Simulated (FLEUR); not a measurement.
Band structure of LaSi2 (I4_1/amd, 6 atoms in the cell).

```
LaSi2
1.0
   -2.19417     2.19417     6.80509
    2.19417    -2.19417     6.80509
    2.19417     2.19417    -6.80509
La Si
2 4
Direct
  0.50000   0.50000   0.00000
  0.25000   0.75000   0.50000
  0.83577   0.33577   0.50000
  0.08577   0.08577   0.00000
  0.91423   0.91423   0.00000
  0.66423   0.16423   0.50000
```

Method of the run: PBEsol, all-electron FLAPW (FLEUR), scalar-relativistic valence.

Settings: Kmax = 3.9 1/bohr; GmaxXC = 11.7 1/bohr; xcFunctional = PBEs; jspins = 1; l_soc = F; mode = hist; fermiSmearingEnergy = 0.00367493 Htr; mesh (inpgen div1-3) = 7 7 7; inpgen gamma flag = false; Gmax = 11.7 1/bohr; numbands = 0; maxIterBroyd = 99; imix = Anderson; alpha = 0.05.

The starting cell comes from a database of computed structures (which also holds hypothetical and non-ambient phases and stackings), without a prior relaxation at this level. Values depend on the basis (sphere radii, cutoffs, local orbitals), which need not be converged.

Levels in eV from the Fermi level, bands 16 to 23:
```
point     16     17     18     19     20    21    22    23
-----  -----  -----  -----  -----  -----  ----  ----  ----
Γ      -2.37  -2.37  -1.14  -0.71   0.32  0.61  1.14  1.16
X      -2.79  -1.85  -1.85   0.87   0.87  1.73  1.73  2.06
Y      -2.76  -1.90  -1.90   0.83   0.83  1.74  1.74  2.01
S      -2.34  -1.99  -1.50  -1.07   0.30  0.98  1.37  1.37
Z      -2.47  -2.42  -2.42   0.18   0.18  0.91  0.91  1.52
S1     -2.34  -1.99  -1.50  -1.07   0.30  0.98  1.37  1.37
N      -2.17  -1.43  -1.09  -1.07  -0.68  0.59  1.20  1.74
P      -2.79  -1.82  -1.82   0.71   0.71  1.88  1.88  2.03
Y1     -2.76  -1.90  -1.90   0.83   0.83  1.74  1.74  2.01
```
